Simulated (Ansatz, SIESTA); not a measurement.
An Ansatz (a program for electronic structure) input for a self-consistent single point of SrO (Fm-3m, 2 atoms in the cell) (DFT, PBE, plane waves, default PAW files):

Ansatz 0.2 input:
```yaml
crystal:
  lattice:
    - [0.00000000, 2.52840000, 2.52840000]
    - [2.52840000, 0.00000000, 2.52840000]
    - [2.52840000, 2.52840000, 0.00000000]
  atoms:
    - { symbol: Sr, position: [0.00000000, 0.00000000, 0.00000000] }
    - { symbol: O, position: [0.50000000, 0.50000000, 0.50000000] }
kpoints:
  mp_grid: { grid: [8, 8, 8] }
hamiltonian:
  xc: pbe
  pseudopotentials: { kind: paw }
scf:
  occupations: { method: fermi_dirac, width: 0.05 }
output:
  forces: true
  eigenvalues: true
  stress: true
```

Task: Translate this input to SIESTA.

Result: This is the input that was run; spellings and numerical settings could be chosen otherwise.

```
# files in the folder: Sr.psml O.psml (PseudoDojo PBE standard)
SystemName  SrO
SystemLabel sro

NumberOfAtoms                2
NumberOfSpecies              2
%block ChemicalSpeciesLabel
  1 38 Sr
  2 8 O
%endblock ChemicalSpeciesLabel
LatticeConstant              1.0 Ang
%block LatticeVectors
     0.000000000    2.528400000    2.528400000
     2.528400000    0.000000000    2.528400000
     2.528400000    2.528400000    0.000000000
%endblock LatticeVectors
AtomicCoordinatesFormat      Ang
%block AtomicCoordinatesAndAtomicSpecies
     0.000000000    0.000000000    0.000000000  1
     2.528400000    2.528400000    2.528400000  2
%endblock AtomicCoordinatesAndAtomicSpecies

XC.functional                GGA
XC.authors                   PBE
PAO.BasisSize                DZP
PAO.EnergyShift              0.005 Ry
MeshCutoff                   350 Ry
%block kgrid.MonkhorstPack
    8   0   0  0.0
    0   8   0  0.0
    0   0   8  0.0
%endblock kgrid.MonkhorstPack
OccupationFunction           FD
ElectronicTemperature        50.0 meV

MaxSCFIterations             150
SCF.Mixer.Method             Pulay
SCF.Mixer.Weight             0.1
SCF.Mixer.History            8
SCF.DM.Tolerance             1.0E-05
Diag.ParallelOverK           true
WriteForces                  true
```

Basis settings and potentials, where a program has them, do not carry over. This input uses DFT, GGA PBE, numerical atomic orbitals DZP, PseudoDojo PBE standard norm-conserving potentials (rewritten from UPF to PSML). Both were run: pressure 7.82 GPa in Ansatz and 10.39 in SIESTA; gap on the mesh 3.283 eV in Ansatz and 3.598 in SIESTA. Ansatz's pressure is the one without its finite-basis correction.

On Ansatz: the starting cell has typed, rounded lattice constants, without a prior relaxation at this level. For this run, on top of that: lattice scaled by 0.98. With a pressure of about 8 GPa the cell is away from its equilibrium volume at this level.

On SIESTA: the starting cell has typed, rounded lattice constants, without a prior relaxation at this level. For this run, on top of that: lattice scaled by 0.98. Values carry the incompleteness of an atom-centred basis. The basis of the alkali or alkaline-earth atoms may lack their empty d shell, which can raise the gap. With a pressure of about 10 GPa the cell is away from its equilibrium volume at this level.
